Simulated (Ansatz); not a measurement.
Take SiO$_{2}$ (space group P4_12_12, No. 92; a = 5.085 Å, c = 7.100 Å) as the base. Axes: x, y, z lie along a, b, c of the conventional cell.

The values are results of PBE (Ansatz, a program for electronic structure; PAW; 420 eV plane waves; no spin-orbit coupling), not measurements.

For the base:

| Property | Result |
|---|---|
| Hole mass | 1.6 mₑ along c, 1.9 mₑ across (at Γ) |
| Electron mass | 0.54 mₑ (at Γ) |
| Band gap | 5.51 eV |

It is then changed as follows: tensile biaxial strain of 1.14 % in the plane normal to [001], as in epitaxy on a mismatched substrate; the out-of-plane cell vector and the atoms relax.

### Question
How does this affect the out-of-plane strain, hole mass, electron mass and band gap?

### Answer
The out-of-plane strain amounts to +0.28 %; the hole mass goes from 1.6 mₑ along c, 1.9 mₑ across (at Γ) to 1.6 mₑ out of plane, 1.7 mₑ in plane (at Γ); the electron mass changes from 0.54 mₑ (at Γ) to 0.55 mₑ (at Γ); the band gap drops by 0.05 eV, from 5.51 eV to 5.46 eV.

Masses are band curvatures over ±0.01 Å⁻¹ around the edge. Whether these cells are dynamically stable was not tested.
